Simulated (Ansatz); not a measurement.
Ansatz (a quantum-chemistry and plane-wave program), DFT, PBEsol, plane waves, its default PAW files: CsI3 (from the phase in space group 62, mp-22876) (I12Cs4), 16 atoms. Basis and mesh were picked for this test and aren't claimed converged.

| Item | Value |
|---|---|
| cell | 11.12, 7.01, 10.33 Å; 90, 90, 90° |
| task | single point |
| k mesh | 2×4×2 |
| hamiltonian.xc | pbesol |
| kind of files | paw |
| scf.occupations.method | fermi_dirac |
| scf.occupations.width | 0.05 eV |
| output.forces | true |
| binding of workers (--pin) | off |
| k-point pools (--kpoint-pools) | 1 |
| memory maximum (--max-ram) | 8GiB |
| accuracy | medium (default) |
| basis.precision | auto (default) |
| basis.xc_grid | 2 (default) |
| scf.eigensolver.kind | auto (default) |
| scf.mixing.algorithm | auto (default) |
| scf.mixing.preconditioner | auto (default) |
| scf.convergence.dr2_threshold | 8.05509e-07 (default) |
| scf.lower_state_search | light (default) |
| k-points after symmetry | 12 |
| bands at the start | 136 |
| electrons | 240 |
| plane waves at Γ | 15733 |
| cutoff (eV) | 420 |
| FFT grid | 75×48×72 |
| symmetry operations | 8 |

One run each. The counts of a restarted run leave out the earlier run.

All on 4 threads. Base settings, kept where nothing else is said: earlier_run = none (default) (scf.initial_density.chi_scale, scf.initial_density.normalization, checkpoint.read, checkpoint.density_extrapolation, kpoints.initial_grid not set). The settings tried:
- checkpoint.read = first.ck, earlier_run = first_atom_moved_ang=0.1 orbitals_saved=false
- checkpoint.read = first.ck, earlier_run = first_atom_moved_ang=0.03 orbitals_saved=false
- checkpoint.read = first.ck, earlier_run = first_atom_moved_ang=0 orbitals_saved=true scf.convergence.dr2_threshold=0.001
- checkpoint.read = first.ck, earlier_run = first_atom_moved_ang=0 orbitals_saved=false scf.convergence.dr2_threshold=0.001
- checkpoint.read = first.ck, earlier_run = first_atom_moved_ang=0.3 orbitals_saved=false
- scf.initial_density.chi_scale = 0.1
- checkpoint.read = first.ck, earlier_run = first_atom_moved_ang=0 orbitals_saved=false hamiltonian.xc=pbe
- scf.initial_density.chi_scale = 0, scf.initial_density.normalization = cell
- checkpoint.read = first.ck, earlier_run = first_atom_moved_ang=0.03 orbitals_saved=true, checkpoint.density_extrapolation = none
- checkpoint.read = first.ck, earlier_run = first_atom_moved_ang=0.1 orbitals_saved=false, checkpoint.density_extrapolation = none
- the base settings
- checkpoint.read = first.ck, earlier_run = first_atom_moved_ang=0.1 orbitals_saved=false, checkpoint.density_extrapolation = follow_atoms
- kpoints.initial_grid = auto
- checkpoint.read = first.ck, earlier_run = first_atom_moved_ang=0 orbitals_saved=false kpoints.mp_grid.grid=1×2×1

**Question.** Name the extremes by SCF iterations: fewest, most, and any that don't converge.

**Answer.** Fewest SCF iterations, with those close behind: checkpoint.read = first.ck, earlier_run = first_atom_moved_ang=0 orbitals_saved=false scf.convergence.dr2_threshold=0.001 (3); checkpoint.read = first.ck, earlier_run = first_atom_moved_ang=0 orbitals_saved=true scf.convergence.dr2_threshold=0.001 (3); checkpoint.read = first.ck, earlier_run = first_atom_moved_ang=0.03 orbitals_saved=false (5); checkpoint.read = first.ck, earlier_run = first_atom_moved_ang=0.1 orbitals_saved=false (6); checkpoint.read = first.ck, earlier_run = first_atom_moved_ang=0.1 orbitals_saved=false, checkpoint.density_extrapolation = follow_atoms (6); checkpoint.read = first.ck, earlier_run = first_atom_moved_ang=0 orbitals_saved=false kpoints.mp_grid.grid=1×2×1 (6). Most among those that reach the base run's result: kpoints.initial_grid = auto (14). All converged. In the base run the program took: scf.mixing.algorithm MSR1, scf.eigensolver.kind band_cg, --slots 4.

```
setting                                                                                                                                   SCF iterations  applications of H to a band        end
----------------------------------------------------------------------------------------------------------------------------------------  --------------  ---------------------------  ---------
checkpoint.read = first.ck, earlier_run = first_atom_moved_ang=0 orbitals_saved=false scf.convergence.dr2_threshold=0.001                              3                        20290  converged
checkpoint.read = first.ck, earlier_run = first_atom_moved_ang=0 orbitals_saved=true scf.convergence.dr2_threshold=0.001                               3                        12735  converged
checkpoint.read = first.ck, earlier_run = first_atom_moved_ang=0.03 orbitals_saved=false                                                               5                        24058  converged
checkpoint.read = first.ck, earlier_run = first_atom_moved_ang=0.1 orbitals_saved=false                                                                6                        26177  converged
checkpoint.read = first.ck, earlier_run = first_atom_moved_ang=0.1 orbitals_saved=false, checkpoint.density_extrapolation = follow_atoms               6                        26177  converged
checkpoint.read = first.ck, earlier_run = first_atom_moved_ang=0 orbitals_saved=false kpoints.mp_grid.grid=1×2×1                                       6                        27758  converged
the base settings                                                                                                                                      7                        26799  converged
checkpoint.read = first.ck, earlier_run = first_atom_moved_ang=0.3 orbitals_saved=false                                                                7                        26588  converged
checkpoint.read = first.ck, earlier_run = first_atom_moved_ang=0 orbitals_saved=false hamiltonian.xc=pbe                                               7                        30639  converged
scf.initial_density.chi_scale = 0, scf.initial_density.normalization = cell                                                                            8                        29494  converged
checkpoint.read = first.ck, earlier_run = first_atom_moved_ang=0.03 orbitals_saved=true, checkpoint.density_extrapolation = none                       8                        30110  converged
scf.initial_density.chi_scale = 0.1                                                                                                                    9                        34035  converged
checkpoint.read = first.ck, earlier_run = first_atom_moved_ang=0.1 orbitals_saved=false, checkpoint.density_extrapolation = none                       9                        34945  converged
kpoints.initial_grid = auto                                                                                                                           14                        30717  converged
```

Keys are those of Ansatz 0.2.
